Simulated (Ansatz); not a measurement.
The starting structures come from a database of crystals and need not be the phases stable at ambient conditions.

## Evanescent states of SnS₂ (P6_3mc, not sure to be the ambient phase, 6 atoms a cell, 22.6 Å³ an atom) along the normal of (001)

Calculation: PBEsol (plane waves, PAW; Ansatz, a quantum-chemistry and plane-wave program).

The gap is the functional's own. No spin-orbit coupling. Mid-gap values are interpolated on the energy grid.

Energies count from the valence-band top; κ is the least over a 12×12 mesh across the current.

| E (eV) | κ (1/Å) | where |
|---|---|---|
| 0.04 | 0.042 | Γ |
| 0.10 | 0.065 | Γ |
| 0.17 | 0.081 | Γ |
| 0.24 | 0.093 | Γ |
| 0.32 | 0.103 | Γ |
| 0.39 | 0.110 | Γ |
| 0.46 | 0.116 | Γ |
| 0.53 | 0.121 | Γ |
| 0.59 | 0.125 | Γ |
| 0.67 | 0.128 | Γ |
| 0.73 | 0.130 | Γ |
| 0.81 | 0.126 | off Γ |
| 0.88 | 0.100 | off Γ |
| 0.94 | 0.058 | off Γ |

Q: How thick must the barrier be to attenuate the transmission by 10^8 when the electrodes' Fermi level lies at 0.17 eV, and what attenuation does that film give at 0.81 eV?

A: d = 8 ln 10 / (2 × 0.081) = 113.7 Å. At 0.81 eV it gives 8 × 0.126/0.081 = 12.4 decades.
